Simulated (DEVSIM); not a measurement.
Structure: TaN/Si3N4/p-GaSb capacitor, at 250 K.

```csv
layer (left to right),material,thickness (nm),Na (cm⁻³)
1,Si3N4,6.90,-
2,GaSb,530,1.3e18
```

Metal gate on the left, work function 4.4 eV. Fixed charge at the semiconductor interface 0 cm⁻² (in units of +e); no interface traps.

Constants are typed, rounded textbook-type inputs, not results; the design itself was drawn at random and stands for no fabricated device. Values at 300 K; Nc and Nv go as T^1.5, mobilities as T to minus their exponent, the gap by Varshni's rule with the affinity fixed.

```tsv
parameter	Si3N4	GaSb
gap (eV)	5.1	0.726
affinity (eV)	2.1	4.06
permittivity	7.5	15.7
Nc (cm⁻³)	-	2.1e17
Nv (cm⁻³)	-	1.8e19
Varshni α (eV/K)	-	0.00042
Varshni β (K)	-	140
```

Model (solved in DEVSIM): 1D Poisson equation in equilibrium, Boltzmann statistics, complete ionisation; no quantum confinement or tunnelling. Metal contacts follow the ideal Schottky-Mott rule: no Fermi-level pinning, no interface dipoles.

Base results: flat-band voltage (V) -0.35; capacitance of the dielectric stack (μF/cm²) 0.962; minimum of the low-frequency capacitance (μF/cm²) 0.325.

Q: What follows from this one change: fixed charge 0 → -1.26e+12 cm^-2?

A: flat-band voltage -0.35 → -0.14 V; capacitance of the dielectric stack little changed (0.962 μF/cm²); minimum of the low-frequency capacitance little changed (0.325 μF/cm²).

Q: What follows from this one change: gate work function 4.4 → 4.1 eV?

A: flat-band voltage -0.35 → -0.65 V; capacitance of the dielectric stack little changed (0.962 μF/cm²); minimum of the low-frequency capacitance little changed (0.325 μF/cm²).

Q: What follows from this one change: substrate doping 1.3e+18 → 6.5e+16 cm^-3?

A: flat-band voltage -0.35 → -0.29 V; capacitance of the dielectric stack little changed (0.962 μF/cm²); minimum of the low-frequency capacitance 0.325 → 0.112 μF/cm².

Q: What follows from this one change: Si3N4 thickness 0.0069 → 0.0059 μm?

A: flat-band voltage little changed (-0.35 V); capacitance of the dielectric stack 0.962 → 1.13 μF/cm²; minimum of the low-frequency capacitance 0.325 → 0.342 μF/cm².
